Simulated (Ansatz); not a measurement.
**Migration barriers: Zn-vacancy pair in bcc Mo, neutral cell**

System: Zn-vacancy pair (Zn on one host Mo site, one Mo site vacant) in bcc Mo (neutral cell). These are PBE, PAW (plane waves to 420 eV; Ansatz, a quantum-chemistry and plane-wave program) values and carry that method's errors.

Settings: 36 host sites, the relaxed PBE lattice, a 2×2×3 k-point mesh shifted by half a step, smearing 0.10 eV, spin-restricted, no image-charge correction. Energies are static. Forms of the defect that were not tried may lie lower.

Barriers: single points on a 3×3×5 k-point mesh shifted by half a step at the bands' geometries.

```json
[
 {"Route": "the Zn atom itself jumps into the vacancy (Zn-vacancy distance between ideal sites 2.74 Å throughout)", "Start site over the lowest site run (eV)": "0.00", "Hop (Å)": "2.30", "Forward barrier (eV)": "0.35", "Backward barrier (eV)": "0.35", "Neighbours at the start": "2 Mo at 2.72, Mo at 2.74, 2 Mo at 2.81, Mo at 2.82, Mo at 2.97, 2 Mo at 3.00, Mo at 3.03, 2 Mo at 3.26, Mo at 3.30 Å", "Neighbours at the saddle": "4 Mo at 2.67, 2 Mo at 2.69, 4 Mo at 3.40, 2 Mo at 3.41 Å", "Saddle order": "not checked, on a symmetry element", "Forward, on the band's own sampling (eV)": "0.34"}
]
```

Paths come from nudged elastic bands with a climbing image.  A band can be held on a symmetry element, so unchecked saddle points there may be too high.
